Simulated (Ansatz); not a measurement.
Base system: TiSi₂ (space group Cmcm, No. 63; a = 3.515 Å, b = 13.348 Å, c = 3.557 Å). Axes: x, y, z lie along a, b, c of the conventional cell.

All numbers come from PBEsol in Ansatz (plane waves to 420 eV, PAW, no spin-orbit coupling).

Strains are applied to the cell and any free atomic positions relax; under biaxial strain the out-of-plane vector relaxes too.

One change was made to it. Results:

| quantity | base | after |
|---|---|---|
| pressure (mean of the normal stresses, compression positive) | 0.0 GPa | -1.8 GPa |
| band gap | zero | zero |
| shortest interatomic distance | 239.4 pm | 239.5 pm |

### Question
What was done to the base?
(A) uniaxial strain ε_xx = +4.78 %
(B) tensor shear ε_yz = −0.83 %
(C) biaxial strain +1.06 %, plane normal [001], relaxed out of plane

### Answer
C, biaxial strain +1.06 %, plane normal [001], relaxed out of plane. For comparison, the pressure in the other runs: uniaxial strain ε_xx = +4.78 % gives -6.4 GPa; tensor shear ε_yz = −0.83 % gives 0.1 GPa.

Without a gap, meshes like the base's 14×14×13 leave anisotropic stresses uncertain by several tenths of a GPa, and small strain energies with them. No phonon test of stability was made. All final runs are without spin polarisation.

Ansatz is a first-principles code.
